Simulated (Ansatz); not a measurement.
Defect migration in 4H silicon carbide strained by -1.5 % along x and y, z held: C vacancy, charge state +2. Computed with PBE, PAW (plane waves to 420 eV; Ansatz, a program for electronic structure).

Settings: 72 host sites, the strained lattice (strain from the relaxed PBE one, atoms relaxed), a 2×2×2 k-point mesh shifted by half a step along c, smearing 0.01 eV, spin-restricted, no image-charge correction. Energies are static. The charge state is imposed; whether it is stable for some Fermi level was not computed. Forms of the defect that were not tried may lie lower.

The step: a nearby C atom hops onto the vacant site. Atoms about the jump, Cartesian Å from the middle of the jump, before and after:

| atom | x0 | y0 | z0 | x1 | y1 | z1 |
|---|---|---|---|---|---|---|
| C1 | 0.00 | 0.88 | -1.26 | 0.00 | -0.88 | 1.26 |
| Si2 | 0.00 | -0.89 | -0.84 | 0.00 | -0.97 | -0.59 |
| Si3 | -1.54 | 1.75 | -0.64 | -1.59 | 1.78 | -0.59 |
| Si4 | 1.54 | 1.75 | -0.64 | 1.59 | 1.78 | -0.59 |
| Si5 | 1.58 | 0.02 | 1.94 | 1.54 | -0.02 | 1.91 |
| Si6 | -1.58 | 0.02 | 1.94 | -1.54 | -0.02 | 1.91 |
| C7 | -1.51 | 1.74 | 1.25 | -1.51 | 1.74 | 1.26 |
| C8 | 1.51 | 1.74 | 1.25 | 1.51 | 1.74 | 1.26 |
| Si9 | 0.00 | 2.64 | 1.91 | 0.00 | 2.64 | 1.91 |
| C10 | -1.53 | -1.78 | -1.26 | -1.53 | -1.76 | -1.28 |
| C11 | 1.53 | -1.78 | -1.26 | 1.53 | -1.76 | -1.28 |
| C12 | -3.03 | -0.90 | 1.25 | -3.05 | -0.90 | 1.26 |
| C13 | 3.03 | -0.90 | 1.25 | 3.05 | -0.90 | 1.26 |
| C14 | -3.05 | 0.87 | -1.27 | -3.03 | 0.85 | -1.28 |
| C15 | 3.05 | 0.87 | -1.27 | 3.03 | 0.85 | -1.28 |
| Si16 | -3.06 | -0.88 | -0.64 | -3.06 | -0.90 | -0.62 |
| Si17 | 3.06 | -0.88 | -0.64 | 3.06 | -0.90 | -0.62 |
| Si18 | 0.00 | 0.87 | -3.19 | 0.00 | 0.86 | -3.32 |
| Si19 | 0.00 | -2.72 | 1.94 | 0.00 | -2.66 | 1.90 |

Question: Give the saddle-point geometry and the barrier.

Answer: 
| atom | x | y | z |
|---|---|---|---|
| C1 | 0.00 | 0.28 | 0.23 |
| Si2 | 0.00 | -0.86 | -1.15 |
| Si3 | -1.51 | 1.69 | -0.45 |
| Si4 | 1.50 | 1.69 | -0.45 |
| Si5 | 1.52 | 0.15 | 1.83 |
| Si6 | -1.52 | 0.15 | 1.83 |
| C7 | -1.59 | 1.94 | 1.39 |
| C8 | 1.58 | 1.94 | 1.38 |
| Si9 | 0.00 | 2.75 | 1.98 |
| C10 | -1.56 | -1.84 | -1.36 |
| C11 | 1.55 | -1.84 | -1.36 |
| C12 | -3.00 | -0.85 | 1.23 |
| C13 | 3.00 | -0.85 | 1.23 |
| C14 | -3.00 | 0.84 | -1.24 |
| C15 | 3.00 | 0.84 | -1.24 |
| Si16 | -3.04 | -0.93 | -0.66 |
| Si17 | 3.03 | -0.93 | -0.66 |
| Si18 | 0.00 | 0.72 | -3.18 |
| Si19 | 0.00 | -2.86 | 2.00 |
It lies 5.02 eV above the start and 4.96 eV above the end. The saddle point's order was not checked, and it lies on a symmetry element of the cell, where a band can be held.
